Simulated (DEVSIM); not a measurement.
Device: abrupt Ge n-p junction, at 300 K.

| layer (left to right) | material | thickness (μm) | Nd (cm⁻³) | Na (cm⁻³) | τn (s) | τp (s) |
|---|---|---|---|---|---|---|
| 1 | Ge | 21.0 | 1.1e14 | - | 1.2e-5 | 1.2e-5 |
| 2 | Ge | 130 | - | 2.4e17 | 1.2e-5 | 1.2e-5 |

Left contact: ohmic. Right contact: ohmic. Voltage is applied to the left contact. Recombination: SRH at mid-gap, radiative. Mobility is μmin + (μ − μmin)/(1 + (N/Nref)^α).

Constants are typed, rounded textbook-type inputs, not results; the design itself was drawn at random and stands for no fabricated device. Values at 300 K.

```csv
parameter,Ge
gap (eV),0.664
affinity (eV),4
permittivity,16
Nc (cm⁻³),1.04e19
Nv (cm⁻³),6e18
μn (cm²/Vs),3900
μp (cm²/Vs),1900
"μn,min",150
"μp,min",100
"Nref,n",2.6e17
"Nref,p",4e17
αn,0.56
αp,0.6
B (cm³/s),6.4e-14
```

Simulated with DEVSIM: 1D drift-diffusion, Boltzmann statistics, complete ionisation; no tunnelling, impact ionisation, image-force lowering or self-heating.

Tabulate band edges, carrier densities and field at zero bias.

Energies count from the Fermi level of the right contact; mesh points crowd at the junctions.

| x (μm) | Ec (eV) | Ev (eV) | n (cm⁻³) | p (cm⁻³) | field (V/cm) |
|---|---|---|---|---|---|
| 0.000 | 0.295 | -0.369 | 1.1e14 | 3.8e12 | ≈ 0 |
| 0.05758 | 0.295 | -0.369 | 1.1e14 | 3.8e12 | ≈ 0 |
| 0.2530 | 0.295 | -0.369 | 1.1e14 | 3.8e12 | ≈ 0 |
| 0.9159 | 0.295 | -0.369 | 1.1e14 | 3.8e12 | ≈ 0 |
| 4.769 | 0.295 | -0.369 | 1.1e14 | 3.8e12 | ≈ 0 |
| 14.02 | 0.295 | -0.369 | 1.1e14 | 3.8e12 | ≈ 0 |
| 18.87 | 0.298 | -0.366 | 1.0e14 | 4.3e12 | 69 |
| 20.60 | 0.392 | -0.273 | 2.8e12 | 1.6e14 | 1600 |
| 20.90 | 0.466 | -0.198 | 1.6e11 | 2.8e15 | 4500 |
| 20.99 | 0.532 | -0.132 | 1.2e10 | 3.7e16 | 15000 |
| 21.03 | 0.579 | -0.085 | 1.9e9 | 2.2e17 | 1700 |
| 21.24 | 0.581 | -0.083 | 1.8e9 | 2.4e17 | ≈ 0 |
| 21.88 | 0.581 | -0.083 | 1.8e9 | 2.4e17 | ≈ 0 |
| 24.06 | 0.581 | -0.083 | 1.8e9 | 2.4e17 | ≈ 0 |
| 36.76 | 0.581 | -0.083 | 1.8e9 | 2.4e17 | ≈ 0 |
| 74.66 | 0.581 | -0.083 | 1.8e9 | 2.4e17 | ≈ 0 |
| 126.6 | 0.581 | -0.083 | 1.8e9 | 2.4e17 | ≈ 0 |
| 143.8 | 0.581 | -0.083 | 1.8e9 | 2.4e17 | ≈ 0 |
| 149.6 | 0.581 | -0.083 | 1.8e9 | 2.4e17 | ≈ 0 |
| 150.6 | 0.581 | -0.083 | 1.8e9 | 2.4e17 | ≈ 0 |
| 150.9 | 0.581 | -0.083 | 1.8e9 | 2.4e17 | ≈ 0 |
| 151.0 | 0.581 | -0.083 | 1.8e9 | 2.4e17 | ≈ 0 |
